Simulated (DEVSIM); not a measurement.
Structure: illuminated Si n-on-p cell, one wavelength, with a back-surface field, at 250 K.

```tsv
layer (left to right)	material	thickness (μm)	Nd (cm⁻³)	Na (cm⁻³)	τn (s)	τp (s)	absorption coefficient (cm⁻¹)
1	Si	0.270	1e19	-	3e-7	1.6e-7	96000
2	Si	120	-	1.7e17	1.5e-5	1.5e-5	96000
3	Si	1.10	-	2e18	1.5e-5	1.5e-5	96000
```

Left contact: ohmic, minority hole recombination velocity 4000 cm/s. Right contact: ohmic, minority electron recombination velocity 3e5 cm/s. Voltage is applied to the left contact. Recombination: SRH at mid-gap, radiative, Auger. Light enters at the left, 2.4e17 photons cm⁻² s⁻¹, one pass, no reflection. Mobility is constant in doping.

This is a model device: material constants are rounded textbook-type values typed into the input, and sizes, dopings and lifetimes were drawn at random. Values at 300 K; Nc and Nv go as T^1.5, mobilities as T to minus their exponent, the gap by Varshni's rule with the affinity fixed.

```tsv
parameter	Si
gap (eV)	1.124
affinity (eV)	4.05
permittivity	11.7
Nc (cm⁻³)	2.86e19
Nv (cm⁻³)	3.1e19
μn (cm²/Vs)	1417
μp (cm²/Vs)	470
T exponent of μn	2.3
T exponent of μp	2.2
B (cm³/s)	4.7e-15
Cn (cm⁶/s)	2.8e-31
Cp (cm⁶/s)	9.9e-32
Varshni α (eV/K)	0.000473
Varshni β (K)	636
```

DEVSIM, 1D drift-diffusion, Boltzmann statistics, complete ionisation; no tunnelling, impact ionisation, image-force lowering or self-heating.

Task: Tabulate band edges, carrier densities and field at -0.9 V on the left contact, in the dark.

Result: Energies count from the Fermi level of the right contact; mesh points crowd at the junctions.

```csv
x (μm),Ec (eV),Ev (eV),n (cm⁻³),p (cm⁻³),field (V/cm)
0.000,0.917,-0.219,1.0e19,8.3e14,-10
0.04556,0.917,-0.219,1.0e19,8.3e14,≈ 0
0.1603,0.917,-0.219,1.0e19,8.3e14,≈ 0
0.2448,0.917,-0.219,1.0e19,8.4e14,≈ 0
0.2960,1.032,-0.104,4.6e16,1.8e17,4400
0.4094,1.036,-0.100,4.0e16,2.1e17,≈ 0
0.7583,1.036,-0.100,4.0e16,2.1e17,≈ 0
2.661,1.036,-0.100,3.9e16,2.1e17,≈ 0
7.816,1.036,-0.101,3.8e16,2.1e17,≈ 0
23.98,1.035,-0.101,3.4e16,2.0e17,≈ 0
71.35,1.033,-0.103,2.1e16,1.9e17,≈ 0
109.9,1.031,-0.105,1.1e16,1.8e17,≈ 0
117.0,1.031,-0.105,9.4e15,1.8e17,≈ 0
119.3,1.031,-0.105,8.8e15,1.8e17,≈ 0
120.1,1.031,-0.105,8.6e15,1.8e17,≈ 0
120.2,1.031,-0.105,8.5e15,1.8e17,190
120.3,1.076,-0.060,1.1e15,1.4e18,26000
120.3,1.083,-0.053,7.5e14,2.0e18,≈ 0
120.6,1.083,-0.053,6.7e14,2.0e18,≈ 0
121.1,1.083,-0.053,5.3e14,2.0e18,≈ 0
121.3,1.083,-0.053,4.7e14,2.0e18,≈ 0
121.4,1.083,-0.053,4.5e14,2.0e18,-18
```
